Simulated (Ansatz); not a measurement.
# Response to strain in HfS2

Take HfS$_{2}$ in the CdI2 type structure (space group P-3m1, No. 164; a = 3.547 Å, c = 5.577 Å; layered, stacked along the Cartesian z axis) as the base. Axes: x lies along a and z along c of the hexagonal cell.

Strains are applied to the cell and any free atomic positions relax; under biaxial strain the out-of-plane vector relaxes too.

The values are results of plane-wave PAW DFT at the PBEsol-D3(BJ) level (Ansatz, a quantum-chemistry and plane-wave program, 420 eV), scalar-relativistic without spin-orbit coupling, not measurements.

```csv
"biaxial strain, plane normal [001], relaxed out of plane (%)",out-of-plane strain (%)
-2.26,0.67
-1.25,?
-0.72,0.23
-0.22,0.07
0,0.00
```

Problem. Fit ε⊥ = −νε + γε² (strains in %) to the rows shown and predict the withheld row.

Solution. Least squares on the printed values gives ν = 0.33 (the biaxial Poisson response) and γ = -0.014 (largest residual 0.00 %); this predicts 0.39 %, and the run gives 0.39 %, in agreement.

Whether these cells are dynamically stable was not tested.
